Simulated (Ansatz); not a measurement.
Input:

```yaml
crystal:
  lattice:
    - [4.15576, 0.00000, 0.00000]
    - [0.00000, 4.15576, 0.00000]
    - [0.00000, 0.00000, 4.15576]
  atoms:
    - { symbol: Ba, position: [0.00000, 0.00000, 0.00000] }
    - { symbol: Hf, position: [0.50000, 0.50000, 0.50000] }
    - { symbol: O, position: [0.50000, 0.00000, 0.50000] }
    - { symbol: O, position: [0.00000, 0.50000, 0.50000] }
    - { symbol: O, position: [0.50000, 0.50000, 0.00000] }
```

No spin polarisation.

Method: PBE (Ansatz, a first-principles code, PAW, no spin-orbit coupling). Settings: 8×8×8 k-points, 0.05 eV Fermi–Dirac smearing.

Q: Predict the band gap, electron mass and pressure.

A: The band gap is 3.70 eV. The electron mass (degenerate bands, along [100]) comes out as 0.34, 0.34, 2.3 mₑ (at Γ) and the pressure is 6.08 GPa.

With Hf present, leaving out spin-orbit coupling can change the band edges. The cells carry an imposed strain or load. Effective masses come from finite differences of ±0.01 Å⁻¹. Whether these cells are dynamically stable was not tested. The cell was made from BaHfO$_{3}$ in the cubic perovskite structure (space group Pm-3m, No. 221) by this change: isotropic strain −1.20 %.
